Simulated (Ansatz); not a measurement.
MgO (model structure, started from the CsCl type, Pm-3m, No. 221, 2 atoms in the cell; like a known high-pressure phase)

The numbers are results of LDA (Ansatz, an electronic-structure program, plane waves, PAW), not measurements.

Numerical settings: plane-wave cutoff 520 eV, 14×14×14 k mesh, perturbation theory, scalar-relativistic PAW data made under PBE.

Cell (relaxed at this level):

Space group Pm-3m (No. 221); a = 2.5982 Å, b = 2.5982 Å, c = 2.5982 Å, α = 90.00°, β = 90.00°, γ = 90.00°

| atom | site | symmetry | x | y | z |
|---|---|---|---|---|---|
| Mg | 1a | m-3m | 0.0000 | 0.0000 | 0.0000 |
| O | 1b | m-3m | 0.5000 | 0.5000 | 0.5000 |

```yaml
electronic dielectric constant ε∞: 3.66
Born effective charge (magnitude): 2.13 e
TO(Γ) frequency: 146 cm⁻¹
LO(Γ) frequency: 617 cm⁻¹
```

Note: the run finds an imaginary mode (340i cm⁻¹), so the cell is a saddle point at this level.

It cost around 120 core-seconds (rough) of CPU time.

A model structure was made by putting elements into a prototype or built by hand; it is no filed structure, need not be a known phase, and can be a saddle point held by its symmetry.
